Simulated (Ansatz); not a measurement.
The reference is InAs in the zinc blende structure (space group F-43m, No. 216; a = 6.0869 Å).

Level of theory: Ansatz (an electronic-structure program) PBEsol, without spin-orbit coupling.

For the base:

* **Shortest interatomic distance**: 2.636 Å
* **Gap character**: absent

The change: full substitution In → Al, then cell and atoms are relaxed.

Tabulated Pauling electronegativity and covalent radius: In 1.78, 1.42 Å; Al 1.61, 1.21 Å.

How does this affect the shortest interatomic distance?

The shortest interatomic distance drops by 0.179 Å, from 2.636 Å to 2.457 Å.

What happens to the hole mass?

The hole mass (degenerate bands, along [100]) amounts to 0.11, 0.48, 0.48 mₑ (at Γ).

How does this affect the gap character?

The gap character changes from absent to indirect, Γ → X.

Effective masses come from finite differences of ±0.01 Å⁻¹. No phonon test of stability was made. The final runs are not spin-polarised.
